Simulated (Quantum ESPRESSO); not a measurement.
A working Quantum ESPRESSO input for Cs2BaCl4 (I-42d, 14 atoms in the cell) (DFT, LDA (PZ), plane waves, GBRV 1.5 ultrasoft (LDA) pseudopotentials):

```fortran
&CONTROL
    calculation = 'scf',
    outdir = './tmp/',
    pseudo_dir = './',
    tprnfor = .true.,
    tstress = .true.,
/
&SYSTEM
    ibrav = 0,
    nat = 14,
    ntyp = 3,
    ecutwfc = 40,
    ecutrho = 200,
    occupations = 'fixed',
    nbnd = 60,
/
&ELECTRONS
    conv_thr = 1.0e-11,
    mixing_beta = 0.7,
/
ATOMIC_SPECIES
Cs   132.9055  cs_lda_v1.uspp.F.UPF
Ba   137.3270  ba_lda_v1.uspp.F.UPF
Cl    35.4500  cl_lda_v1.4.uspp.F.UPF
CELL_PARAMETERS {angstrom}
  -4.94835500     4.94835500     5.14648500
   4.94835500    -4.94835500     5.14648500
   4.94835500     4.94835500    -5.14648500
ATOMIC_POSITIONS {crystal}
Cs    0.37500000    0.51765000    0.64265000
Cs    0.48235000    0.12500000    0.85735000
Cs    0.87500000    0.73235000    0.35735000
Cs    0.26765000    0.62500000    0.14265000
Ba    0.75000000    0.25000000    0.50000000
Ba    0.00000000    0.00000000    0.00000000
Cl    0.96679000    0.34492000    0.24467000
Cl    0.65508000    0.89975000    0.62187000
Cl    0.10025000    0.72212000    0.75533000
Cl    0.27788000    0.03321000    0.37813000
Cl    0.78321000    0.52788000    0.87813000
Cl    0.09492000    0.21679000    0.74467000
Cl    0.64975000    0.90508000    0.12187000
Cl    0.47212000    0.35025000    0.25533000
K_POINTS {automatic}
3 3 3  0 0 0
```

The run converged in 10 iterations: free energy E − TS -8998.5570 eV; top of the valence band (on the code's own zero) 2.27 eV; gap on the k-point mesh 4.52 eV; pressure -2.94 GPa; largest force (vector length) 0.067 eV/Å. Each of these slips is then made, one at a time:

(1)
```diff
+    celldm(1) = 16.415482,
```

(2)
```diff
-    nat = 14,
+    nat = 15,
```

(3)
```diff
-    nbnd = 60,
+    nbnd = 54,
```

Q: What happens in each case?

A: 
(1) The cell or its scale given twice. The program stopped before any SCF iteration.
```
Error in routine cell_base_init (2):
lattice parameter specified twice
```

(2) An atom count that does not match the list of atoms. The program stopped before any SCF iteration.
```
Error in routine read_cards (15):
wrong number of columns in ATOMIC_POSITIONS
```

(3) Too few bands. The program stopped before any SCF iteration.
```
Error in routine setup (1):
too few bands
```

The starting cell comes from a database of computed structures (which also holds hypothetical and non-ambient phases and stackings), without a prior relaxation at this level.

Left out of this page: 4 runs of the series outside the window shown, repeating another row's setting, or not comparable.
